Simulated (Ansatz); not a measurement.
Input and output of a relaxation of cell and atoms for Ta3W (Fm-3m, 4 atoms in the cell) (Ansatz, a first-principles code).

Method of the run: LDA (PW92), PAW files made with PBE (plane waves; Ansatz).

The change in words: atoms on their sites; basis.ecutwfc: 420 eV → 250 eV; relax: default → cell and atoms. Reference geometry:
```
Ta3W
1.0
    0.00000     3.25084     3.25084
    3.25084     0.00000     3.25084
    3.25084     3.25084     0.00000
Ta W
3 1
Direct
  0.25000   0.25000   0.25000
  0.75000   0.75000   0.75000
  0.50769   0.50769   0.49231
  0.00000   0.00000   0.00000
```

Reference input (self-consistent single point, DFT, LDA (PW92), plane waves, PAW files made with PBE): basis.ecutwfc = 420 eV; kpoints.mp_grid.grid = 7 7 7; hamiltonian.xc = lda; hamiltonian.pseudopotentials = {kind: paw} (the program's default PAW files); scf.occupations.method = gaussian; scf.occupations.width = 0.1 eV. This run's input differs from it in these lines:

Ansatz 0.2 input:
```diff
@@ -8,6 +8,6 @@
     - { symbol: Ta, position: [0.750000, 0.750000, 0.750000] }
-    - { symbol: Ta, position: [0.507690, 0.507690, 0.492310] }
+    - { symbol: Ta, position: [0.500000, 0.500000, 0.500000] }
     - { symbol: W, position: [0.000000, 0.000000, 0.000000] }
 basis:
-  ecutwfc: 420.0
+  ecutwfc: 250.0
 kpoints:
@@ -19,2 +19,4 @@
   occupations: { method: gaussian, width: 0.1 }
+relax:
+  cell: {}
 output:
```

Log, with long lists cut:

```
   [... SCF lines of the steps left out ...]
relax step   1: F+E_penalty+E_count = -39179.74583576 eV  Δ(F+E_penalty+E_count) = +0.000e0 eV  max|allowed force component| = 7.517e-18 eV/Å  Δτ_max = 0.0000 Å  P = -6.875 GPa  Ω = 68.709 Å³  (8 SCF iters, dr2 threshold 1.00e-7 eV, accepted)
relax step   2: F+E_penalty+E_count = -39180.01492285 eV  Δ(F+E_penalty+E_count) = -2.691e-1 eV  max|allowed force component| = 3.701e-17 eV/Å  Δτ_max = 0.0000 Å  P = +43.445 GPa  Ω = 60.210 Å³  energy of the carried Pulay correction = +1.156e0 eV  [...]
   [... lines left out ...]
relax step  12: F+E_penalty+E_count = -39179.78694556 eV  Δ(F+E_penalty+E_count) = -2.041e-3 eV  max|allowed force component| = 2.544e-17 eV/Å  Δτ_max = 0.0000 Å  P = -0.004 GPa  Ω = 66.726 Å³  energy of the carried Pulay correction = +2.038e-3 eV  [...]
relax step  13: F+E_penalty+E_count = -39179.78694556 eV  Δ(F+E_penalty+E_count) = +0.000e0 eV  max|allowed force component| = 3.065e-17 eV/Å  Δτ_max = 0.0000 Å  P = -0.004 GPa  Ω = 66.726 Å³  stress off target by 4.35e-3 GPa  SCF on the basis [...]
basis re-selected at this cell: Δ(F+E_penalty+E_count) = +0.000e0 eV, ΔP = -0.001 GPa vs the last step
the relaxation is at rest under the 48 symmetry operations that the run kept from its start: a minimum is not shown …
Stability not checked: this state was not tested for a lower state beside it, because too few of the mixer's solves of this state at the end of the SCF gave a …
Free energy (F): -39179.786946 eV
Internal energy: -39179.758970 eV  (E = F + TS)
   [... lines left out ...]
Fermi energy:    19.860907 eV
  cell:  # Å, volume = 66.7259 Å³
   [... lines left out ...]
    - [3.2192501358428074, 4.72914216803122e-34, 3.2192501358428074]
    - [3.2192501358428074, 3.2192501358428074, 1.6878419858966646e-34]
  atoms:
    - { symbol: Ta, position: [0.25, 0.25, 0.25] }
    - { symbol: Ta, position: [0.75, 0.75, 0.75] }
    - { symbol: Ta, position: [0.5, 0.5, 0.5] }
    - { symbol: W, position: [-8.552979618938326e-36, 1.9511786086721196e-35, 7.892462027171384e-36] }
```

The run converged.  The full log also holds: “iter 5 did not close the SCF: its close was put off for the readings that it lacked (scf_convergence_deferred on its scf_iter line)”. The full log also holds: “iter 3 did not close the SCF: its close was put off for the readings that it lacked (scf_convergence_deferred on its scf_iter line)”.

Summary of the result:
* **Free energy E − TS (on the zero of these files)**: -39179.7869 eV
* **Fermi level (on the code's own zero)**: 19.86 eV
* **Pressure**: 0.00 GPa
* **Final cell**: a = b = c = 4.5527 Å, α = β = γ = 60.00°
* **Final volume per atom**: 16.68 Å³
* **Relaxation steps**: 13

The starting cell comes from a database of computed structures (which also holds hypothetical and non-ambient phases and stackings), without a prior relaxation at this level. Its lattice was rescaled by up to half a per cent. Spin polarisation is off. The relaxation keeps the symmetry of its start, so its end need not be a minimum. Ansatz's pressure includes its estimate of the finite-basis (Pulay) stress. Without the estimate this run gives -21.28 GPa. The cutoff lies below the one recommended for these files.
